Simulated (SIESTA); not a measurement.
Band structure of LiNiS₂ (P2/c, 8 atoms in the cell).

```yaml
crystal:
  lattice:
    - [5.77262, 0.00000, 0.00000]
    - [0.00000, 3.43378, 0.00000]
    - [-0.00829, 0.00000, 5.94827]
  atoms:
    - { symbol: Li, position: [0.50000, 0.25785, 0.75000] }
    - { symbol: Li, position: [0.50000, 0.74215, 0.25000] }
    - { symbol: Ni, position: [0.00000, 0.74624, 0.25000] }
    - { symbol: Ni, position: [0.00000, 0.25376, 0.75000] }
    - { symbol: S, position: [0.21131, 0.24667, 0.41869] }
    - { symbol: S, position: [0.78869, 0.75333, 0.58131] }
    - { symbol: S, position: [0.78869, 0.24667, 0.08131] }
    - { symbol: S, position: [0.21131, 0.75333, 0.91869] }
```

Method of the run: GGA PBEsol, numerical atomic orbitals TZP, PseudoDojo PBEsol standard norm-conserving potentials (rewritten from UPF to PSML) (SIESTA 5.4.2).

Settings: XC.functional = GGA; XC.authors = PBEsol; potentials = PseudoDojo PBEsol standard; PAO.BasisSize = TZP; PAO.EnergyShift = 0.005 Ry; MeshCutoff = 300 Ry; kgrid.MonkhorstPack = 4 7 4; OccupationFunction = MP; OccupationMPOrder = 0; ElectronicTemperature = 0.136 eV; PAO.Polarization.NonPerturbative = true; MaxSCFIterations = 150; SCF.Mixer.Method = Pulay; SCF.Mixer.Weight = 0.25.

The starting cell comes from a database of computed structures (which also holds hypothetical and non-ambient phases and stackings), without a prior relaxation at this level. Its lattice was rescaled by a random factor within 2.5 % of one. Spin polarisation is off, so a magnetic state, if there is one, cannot be reached. Values carry the incompleteness of an atom-centred basis.

Levels in eV from the Fermi level, bands 29 to 34:
```json
[
 {"point": "Γ", "29": "-1.83", "30": "-0.89", "31": "-0.86", "32": "-0.81", "33": "0.23", "34": "0.86"},
 {"point": "Y", "29": "-1.36", "30": "-1.36", "31": "-1.33", "32": "-1.33", "33": "0.13", "34": "0.13"},
 {"point": "H", "29": "-1.32", "30": "-1.32", "31": "-1.22", "32": "-1.22", "33": "-0.31", "34": "-0.31"},
 {"point": "C", "29": "-1.32", "30": "-1.32", "31": "-1.22", "32": "-1.22", "33": "-0.31", "34": "-0.31"},
 {"point": "E", "29": "-2.02", "30": "-2.02", "31": "-1.86", "32": "-1.86", "33": "0.38", "34": "0.38"},
 {"point": "M1", "29": "-2.02", "30": "-2.02", "31": "-1.86", "32": "-1.86", "33": "0.38", "34": "0.38"},
 {"point": "A", "29": "-1.88", "30": "-1.87", "31": "-1.65", "32": "-1.60", "33": "0.03", "34": "0.04"},
 {"point": "X", "29": "-1.87", "30": "-1.45", "31": "-0.90", "32": "-0.86", "33": "0.38", "34": "0.43"},
 {"point": "H1", "29": "-1.32", "30": "-1.32", "31": "-1.22", "32": "-1.22", "33": "-0.31", "34": "-0.31"},
 {"point": "M", "29": "-2.02", "30": "-2.02", "31": "-1.86", "32": "-1.86", "33": "0.38", "34": "0.38"},
 {"point": "D", "29": "-2.02", "30": "-2.02", "31": "-1.82", "32": "-1.82", "33": "0.19", "34": "0.19"},
 {"point": "Z", "29": "-1.96", "30": "-1.95", "31": "-1.29", "32": "-1.23", "33": "-0.60", "34": "-0.54"}
]
```

Bands cross the Fermi level along this path, so the cell is metallic at this level.

Higher empty bands are left out: an atom-centred basis made for the valence describes them poorly.
